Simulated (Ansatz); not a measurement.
How a calculation on ZrH₂ (Fm-3m, 3 atoms in the cell) responds to its settings

```yaml
crystal:
  lattice:
    - [0.00000, 2.32192, 2.32192]
    - [2.32192, 0.00000, 2.32192]
    - [2.32192, 2.32192, 0.00000]
  atoms:
    - { symbol: Zr, position: [0.00000, 0.00000, 0.00000] }
    - { symbol: H, position: [0.25000, 0.25000, 0.25000] }
    - { symbol: H, position: [0.75000, 0.75000, 0.75000] }
```

Base run A: PBEsol, default PAW files made with PBE in Ansatz (an electronic-structure program), self-consistent single point.

Its settings: kpoints.mp_grid.grid = 10 10 10; hamiltonian.xc = pbesol; hamiltonian.pseudopotentials = {kind: paw} (the program's default PAW files); scf.occupations.method = gaussian; scf.occupations.width = 0.272 eV.

The starting cell was generated: these elements placed on a structure prototype, without a prior relaxation; it need not be a known phase or ordering of this composition. In the base run, with a pressure of about 13 GPa the cell is away from its equilibrium volume at this level. Ansatz's pressure includes its estimate of the finite-basis (Pulay) stress.

```csv
run,change,pressure (GPa)
A,base,12.73
B,magnetization.noncollinear: default → true; magnetization.spin_orbit: default → true [PBEsol with spin-orbit coupling],12.73
C,hamiltonian.pseudopotentials: {kind: paw} (the program's default PAW files) → {kind: paw_fr}; magnetization.noncollinear: default → true; magnetization.spin_orbit: default → false,12.73
D,hamiltonian.xc: pbesol → lda; magnetization.noncollinear: default → true; magnetization.spin_orbit: default → true [LDA (PW92) with spin-orbit coupling],9.94
```

Run D against A: The pressure goes from 12.73 to 9.94 GPa.

Run C against A: The pressure stays at 12.73 GPa.

Run B against A: The pressure stays at 12.73 GPa.

Keys are those of Ansatz 0.2.
